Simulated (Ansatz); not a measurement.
```yaml
crystal:
  lattice:
    - [3.29989, 0.00000, 0.00000]
    - [-1.64994, 2.85779, 0.00000]
    - [0.00000, 0.00000, 13.15129]
  atoms:
    - { symbol: W, position: [0.33333, 0.66667, 0.25000] }
    - { symbol: W, position: [0.66667, 0.33333, 0.75000] }
    - { symbol: Se, position: [0.33333, 0.66667, 0.62284] }
    - { symbol: Se, position: [0.66667, 0.33333, 0.12284] }
    - { symbol: Se, position: [0.66667, 0.33333, 0.37716] }
    - { symbol: Se, position: [0.33333, 0.66667, 0.87716] }
```

No spin polarisation.

1.24 holes added to each cell, a density of 1.0×10^22 cm⁻³, with a uniform compensating background at fixed cell and a 300 K Fermi–Dirac width.

Calculations: r2SCAN+rVV10, PAW, 500 eV (Ansatz, a quantum-chemistry and plane-wave program; without spin-orbit coupling). k-mesh 16×16×4 (Γ-centred); smearing 0.0259 eV (Fermi–Dirac).

**Question.** Predict the Fermi level relative to the doped band's edge (positive inside the band; to 0.05 eV).

**Answer.** +0.90 eV.

**Question.** Predict the gap between the host's bands.

**Answer.** 1.16 eV.

Carriers are added with a uniform compensating background; total energy and stress of such cells depend on the potential's zero and are not compared; many-body gap narrowing is missing at this level. Spin-orbit coupling, missing from the scalar runs, can matter with W. Whether these cells are dynamically stable was not tested. The cell was made from WSe₂ in the 2H-MoS2 type structure (space group P6_3/mmc, No. 194; layered, stacked along the Cartesian z axis) by this change: holes 1.0×10^22 cm⁻³.
